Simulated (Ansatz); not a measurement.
The parent structure is SnSb in the rock salt structure (space group Fm-3m, No. 225).

```cif
data_SbSn
_chemical_formula_sum 'Sn1 Sb1'
_space_group_name_H-M_alt 'P 1'
_space_group_IT_number 1
_cell_length_a 4.30393
_cell_length_b 4.30393
_cell_length_c 4.30393
_cell_angle_alpha 60.000
_cell_angle_beta 60.000
_cell_angle_gamma 60.000
loop_
_space_group_symop_operation_xyz
  'x, y, z'
loop_
_atom_site_label
_atom_site_type_symbol
_atom_site_fract_x
_atom_site_fract_y
_atom_site_fract_z
_atom_site_occupancy
Sn1 Sn 0.50000 0.50000 0.50000 1
Sb1 Sb 0.00000 0.00000 0.00000 1
```

Level of theory: PBEsol (Ansatz, a first-principles code; PAW; 420 eV plane waves; without spin-orbit coupling).

Before the change:

* **Lattice parameter a**: 6.087 Å

The change: a negative pressure, −2 GPa.

Estimate the effect on the lattice parameter a.

The lattice parameter a grows by 0.076 Å to 6.163 Å.

Load acts through the strain it causes; cell and atoms are relaxed under it. No phonon test of stability was made. All final runs are without spin polarisation. An odd electron count without spin: SnSb.
